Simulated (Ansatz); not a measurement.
Base system: HgI2 (space group P6_3/mmc, No. 194; a = 4.1661 Å, c = 14.1833 Å; a hypothetical phase, not in the database extracts checked).

Computed with PBE-D3(BJ) (Ansatz, an electronic-structure program), without spin-orbit coupling.

Before the change:

* **Gap between the host's bands**: 0.34 eV

Modification: 0.640 electrons added to each cell, a density of 3.0×10^21 cm⁻³, with a uniform compensating background at fixed cell and a 300 K Fermi–Dirac width.

Q: What does the calculation give for the gap between the host's bands, largest internal atomic displacement and Fermi level from band edge after the change?

A: The gap between the host's bands shrinks by 0.21 eV, from 0.34 eV to 0.13 eV; the largest internal atomic displacement amounts to 0.072 Å; the Fermi level relative to the doped band's edge (positive inside the band; to 0.05 eV) is +0.70 eV.

Carriers are added with a uniform compensating background; total energy and stress of such cells depend on the potential's zero and are not compared; many-body gap narrowing is missing at this level. Spin-orbit coupling, missing from the scalar runs, can matter with Hg and I. Whether these cells are dynamically stable was not tested.
